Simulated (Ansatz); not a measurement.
All values below come from PBE (plane waves to 420 eV, PAW; Ansatz, an electronic-structure program).

Plane-averaged electrostatic potential energy along the normal, in eV from the Fermi level, for the (111) surface of fcc Au, (√3x√3)R30°, one Au site of the top plane empty (bottom of the slab: a bare face, its two planes held):

(z (Å), V (eV)): (3.86, 5.18); (4.16, 5.18); (4.45, 5.18); (4.75, 5.18); (5.05, 5.18); (5.34, 5.17); (5.64, 5.14); (5.94, 5.09); (6.23, 4.96); (6.53, 4.68); (6.83, 4.01); (7.13, 2.43); (7.42, -1.92); (7.72, -9.48); (8.02, -14.74); (8.31, -15.91); (8.61, -13.10); (8.91, -6.53); (9.20, -0.32); (9.50, 0.92); (9.80, -2.17); (10.09, -9.35); (10.39, -14.80); (10.69, -16.25); (10.98, -13.76); (11.28, -7.44); (11.58, -0.89); (11.88, 0.79); (12.17, -1.94); (12.47, -9.03); (12.77, -14.65); (13.06, -16.29); (13.36, -14.02); (13.66, -7.85); (13.95, -1.12); (14.25, 0.83); (14.55, -1.54); (14.84, -8.49); (15.14, -14.37); (15.44, -16.30); (15.73, -14.31); (16.03, -8.37); (16.33, -1.45); (16.63, 0.88); (16.92, -1.12); (17.22, -7.87); (17.52, -13.98); (17.81, -16.18); (18.11, -14.46); (18.41, -8.75); (18.70, -1.67); (19.00, 1.05); (19.30, -0.78); (19.59, -5.25); (19.89, -8.21); (20.19, -8.62); (20.48, -6.45); (20.78, -1.85); (21.08, 2.27); (21.38, 3.85); (21.67, 4.49); (21.97, 4.77); (22.27, 4.89); (22.56, 4.94); (22.86, 4.97); (23.16, 4.98); (23.45, 4.98); (23.75, 4.98); (24.05, 4.98); (24.34, 4.98)

Slab: 17 atoms, 12.0 Å thick at the start; k 9x9x1, smearing 0.1 eV, dipole-corrected; 6 atoms held, the rest relaxed; start symmetry kept, larger cells not searched; no spin, no spin-orbit, no U. In PBE it lies 0.05 eV a 1x1 cell over the lowest computed structure of the same composition (one row in 3 of the top plane missing).

The vacuum level lies 4.98 eV above the Fermi level over the top face and 5.18 eV above it under the bottom face.
